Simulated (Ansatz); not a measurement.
# CaB2C2, response to strain

Take CaB2C2 (space group I4/mcm, No. 140; a = 5.345 Å, c = 7.393 Å; a cell from a computed database, its experimental status unchecked) as the base.

Strains are applied to the cell and any free atomic positions relax.

Computed with r2SCAN, PAW, 500 eV (Ansatz, a quantum-chemistry and plane-wave program; without spin-orbit coupling), earlier PAW set.

Notes on the quantities. energy relative to the base: free energy F.

| isotropic strain (%) | energy relative to the base (meV/atom) |
|---|---|
| -4.42 | 112.7 |
| -2.93 | ? |
| -0.85 | 3.8 |
| -0.26 | 0.3 |
| 0 | 0.0 |
| 4.42 | 89.6 |

### Question
Fit ΔE = Aε² + Bε³ (ε in %) to the rows shown and predict the withheld row.

### Answer
Least squares on the printed values gives A = 5.18 and B = -0.13 meV/atom (largest residual 0.1 meV/atom); this predicts 47.8 meV/atom, and the run gives 47.6 meV/atom, 0.2 lower.

No phonon test of stability was made.
